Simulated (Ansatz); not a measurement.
## What O → C does to BaTiO3

The parent structure is BaTiO3 (space group P4mm, No. 99; a = 3.972 Å, c = 4.113 Å).

The change: C takes the place of O on all its sites; the structure is relaxed again.

Calculations: r2SCAN (Ansatz, a program for electronic structure), without spin-orbit coupling. k-mesh 11×11×11 (Γ-centred); smearing 0.05 eV (Fermi–Dirac), for the changed cell.

The volume per atom grows by 2.16 Å³, from 12.98 Å³ to 15.14 Å³ and the density falls by 1.12 g/cm³, from 5.97 g/cm³ to 4.85 g/cm³. The space group becomes Pm-3m (No. 221) (base: P4mm (No. 99)) and the shortest interatomic distance goes up by 0.294 Å, from 1.821 Å to 2.115 Å. The band gap changes from 2.23 eV to zero.

Final structure:

```yaml
crystal:
  lattice:
    - [4.23057, 0.00000, 0.00000]
    - [0.00000, 4.23057, 0.00000]
    - [0.00000, 0.00000, 4.23057]
  atoms:
    - { symbol: Ti, position: [0.50000, 0.50000, 0.50000] }
    - { symbol: Ba, position: [0.00000, 0.00000, 0.00000] }
    - { symbol: C, position: [0.50000, 0.50000, 0.00000] }
    - { symbol: C, position: [0.50000, 0.00000, 0.50000] }
    - { symbol: C, position: [0.00000, 0.50000, 0.50000] }
```

Stability against distortions was not tested. As relaxed here, BaTiC3 is a hypothetical phase, not in the database extracts checked. All final runs are without spin polarisation. BaTiC3 has a high density of states at the Fermi level and may be magnetic at this level.
